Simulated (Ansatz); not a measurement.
Results of PBEsol in Ansatz (plane waves, PAW) for Hg2O (model structure, Pn-3m, No. 224, 6 atoms in the cell).

Numerical settings: plane-wave cutoff 520 eV, 12×12×12 k mesh, Fermi–Dirac smearing 0.05 eV, scalar-relativistic PAW data made under PBE.

Cell (relaxed at this level):

```cif
data_Hg4O2
_chemical_formula_sum 'O2 Hg4'
_space_group_name_H-M_alt 'Pn-3m :1'
_space_group_IT_number 224
_space_group_name_Hall 'P 4n 2 3 -1n'
_cell_length_a 5.12638
_cell_length_b 5.12638
_cell_length_c 5.12638
_cell_angle_alpha 90.000
_cell_angle_beta 90.000
_cell_angle_gamma 90.000
loop_
_atom_site_label
_atom_site_type_symbol
_atom_site_symmetry_multiplicity
_atom_site_Wyckoff_symbol
_atom_site_fract_x
_atom_site_fract_y
_atom_site_fract_z
_atom_site_occupancy
O1 O 2 a 0.00000 0.00000 0.00000 1
Hg1 Hg 4 b 0.25000 0.25000 0.25000 1
```

Problem. Give the computed bulk modulus.

Solution. 
* **bulk modulus**: 51.1 GPa

The run finds no gap.

Note: the bulk modulus is −V dP/dV from two relaxed cells at ±2 % in volume; the relaxation could raise the start's symmetry but not lower it, so the cell can be a saddle point.

Spin–orbit coupling is not included; it can open a gap where bands touch, and shift volumes and moduli.

It cost roughly 90 core-seconds of CPU time.

A model structure was made by putting elements into a prototype or built by hand; it is no filed structure, need not be a known phase, and can be a saddle point held by its symmetry.

Ansatz is a quantum-chemistry and plane-wave program.
